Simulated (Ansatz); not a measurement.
LaOF (P4/nmm, No. 129, 6 atoms in the cell; start mp-7100), treated with r²SCAN (Ansatz, an electronic-structure program, PAW).

Numerical settings: plane-wave cutoff 560 eV, 8×8×6 k mesh (along the axes of the cell as run), Fermi–Dirac smearing 0.01 eV, scalar-relativistic PAW data made under PBE.

Cell (relaxed with PBEsol):

```cif
data_F2La2O2
_chemical_formula_sum 'La2 O2 F2'
_space_group_name_H-M_alt 'P4/nmm :1'
_space_group_IT_number 129
_space_group_name_Hall 'P 4ab 2ab -1ab'
_cell_length_a 4.04015
_cell_length_b 4.04015
_cell_length_c 5.77800
_cell_angle_alpha 90.000
_cell_angle_beta 90.000
_cell_angle_gamma 90.000
loop_
_space_group_symop_operation_xyz
  'x, y, z'
  '-y+1/2, x+1/2, z'
  '-x, -y, z'
  'y+1/2, -x+1/2, z'
  'x+1/2, -y+1/2, -z'
  '-y, -x, -z'
  '-x+1/2, y+1/2, -z'
  'y, x, -z'
  '-x+1/2, -y+1/2, -z'
  'y, -x, -z'
  'x+1/2, y+1/2, -z'
  '-y, x, -z'
  '-x, y, z'
  'y+1/2, x+1/2, z'
  'x, -y, z'
  '-y+1/2, -x+1/2, z'
loop_
_atom_site_label
_atom_site_type_symbol
_atom_site_symmetry_multiplicity
_atom_site_Wyckoff_symbol
_atom_site_fract_x
_atom_site_fract_y
_atom_site_fract_z
_atom_site_occupancy
La1 La 2 c 0.00000 0.50000 0.28390 1
O1 O 2 b 0.50000 0.50000 0.50000 1
F1 F 2 a 0.00000 0.00000 0.00000 1
```

Problem. Predict the band gap, smallest direct gap on the k points sampled and Γ–Γ gap.

Solution. 
- band gap = 5.11 eV
- smallest direct gap on the k points sampled = 5.21 eV
- Γ–Γ gap = 5.91 eV

Note: cell and atoms aren't relaxed at this level (largest force component 0.15 eV/Å, pressure 3.3 GPa).

Spin–orbit coupling is not included.

The result took roughly 60 core-seconds.

A start named mp-… is a Materials Project structure, which need not be a measured phase.
